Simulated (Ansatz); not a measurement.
Ni₃Sn (Pmmn, No. 59, 8 atoms in the cell; start mp-1080147; a measured phase of this formula has another space group) was calculated with LDA (Ansatz, a first-principles code, plane waves, PAW).

Settings: plane-wave cutoff 520 eV, 14×10×12 k mesh (along the axes of the cell as run), Fermi–Dirac smearing 0.05 eV, no spin polarisation, scalar-relativistic PAW data made under PBE.

Cell (relaxed at this level):

```
CELL_PARAMETERS angstrom
      4.16384     0.00000     0.00000
      0.00000     5.20157     0.00000
      0.00000     0.00000     4.44141
ATOMIC_POSITIONS crystal
  Ni 0.50000 0.74791 0.83247
  Ni 0.50000 0.25209 0.83247
  Ni 0.00000 0.75209 0.16753
  Ni 0.00000 0.24791 0.16753
  Ni 0.00000 0.50000 0.69540
  Ni 0.50000 0.00000 0.30460
  Sn 0.50000 0.50000 0.33117
  Sn 0.00000 0.00000 0.66883
```

**Question.** Estimate the bulk modulus B0 that the calculation returns.

**Answer.** 
bulk modulus B0: 209 GPa

Note: the run has no spin polarisation, so it can have missed a magnetic state; the bulk modulus is −V dP/dV from two relaxed cells at ±2 % in volume; the relaxation could not lower the start's symmetry, so the cell can be a saddle point above a distorted one.

Spin–orbit coupling is not included.

The result took roughly 20 core-minutes.

A start named mp-… is a Materials Project structure, which need not be a measured phase.
